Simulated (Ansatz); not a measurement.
# A computed series for Ti: response to strain

Take Ti in the hcp (Mg type) structure (space group P6_3/mmc, No. 194; a = 2.9364 Å, c = 4.6402 Å; relaxed with 0.1 eV smearing) as the base. Axes: x lies along a and z along c of the hexagonal cell.

Strains are applied to the cell and any free atomic positions relax.

Calculations: r2SCAN (Ansatz, an electronic-structure program), no spin-orbit coupling.

Notes on the quantities. energy relative to the base: free energy F; pressure: mean of the normal stresses, compression positive.

| variant | volume per atom | energy relative to the base | pressure |
|---|---|---|---|
| base | 17.32 Å³ | 0 meV/atom | 0.0 GPa |
| uniaxial strain ε_xx = −3.00 % | 16.80 Å³ | +9.1 meV/atom | 3.7 GPa |
| uniaxial strain ε_xx = −2.50 % | 16.89 Å³ | +6.3 meV/atom | 3.1 GPa |
| uniaxial strain ε_xx = −2.00 % | 16.98 Å³ | ___ | ___ |
| uniaxial strain ε_xx = −1.50 % | 17.06 Å³ | +2.2 meV/atom | ___ |
| uniaxial strain ε_xx = −1.00 % | 17.15 Å³ | +1.0 meV/atom | ___ |
| uniaxial strain ε_xx = −0.50 % | 17.24 Å³ | +0.2 meV/atom | 0.6 GPa |

### Question
What belongs in the blanks?

### Answer

- uniaxial strain ε_xx = −2.00 %, energy relative to the base: +4.0 meV/atom
- uniaxial strain ε_xx = −2.00 %, pressure: 2.4 GPa
- uniaxial strain ε_xx = −1.50 %, pressure: 1.8 GPa
- uniaxial strain ε_xx = −1.00 %, pressure: 1.2 GPa

Stability against distortions was not tested. The final runs are not spin-polarised.
